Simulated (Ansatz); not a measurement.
Data:

End structure of a constructed model of the (111) surface of fcc Ni, ferromagnetic, a pseudomorphic layer of Au in the host's stacking (bottom of the slab: a bare face, its two planes held):

```yaml
crystal:
  lattice:
    - [2.48857, 0.00000, 0.00000]
    - [-1.24429, 2.15517, 0.00000]
    - [0.00000, 0.00000, 28.50000]
  atoms:
    - { symbol: Ni, position: [0.33333, 0.66667, 0.28124] }
    - { symbol: Ni, position: [0.66667, 0.33333, 0.35254] }
    - { symbol: Ni, position: [0.00000, 0.00000, 0.42374] }
    - { symbol: Ni, position: [0.33333, 0.66667, 0.49513] }
    - { symbol: Ni, position: [0.66667, 0.33333, 0.56640] }
    - { symbol: Ni, position: [0.00000, 0.00000, 0.63692] }
    - { symbol: Au, position: [0.33333, 0.66667, 0.72475] }
```

Slab: 7 atoms, 12.5 Å thick at the start; k 17x17x1, smearing 0.1 eV, dipole-corrected; 2 atoms held, the rest relaxed; start symmetry kept, larger cells not searched; spin-polarised, ending with about 3.9 μB a cell; orders that need a larger cell were not tried, no spin-orbit, no U. It is one candidate, not shown to be the stable structure of the face.

**Question.** What is the computed work function of the top face (PBE in Ansatz, a program for electronic structure)?

**Answer.** 5.01 eV
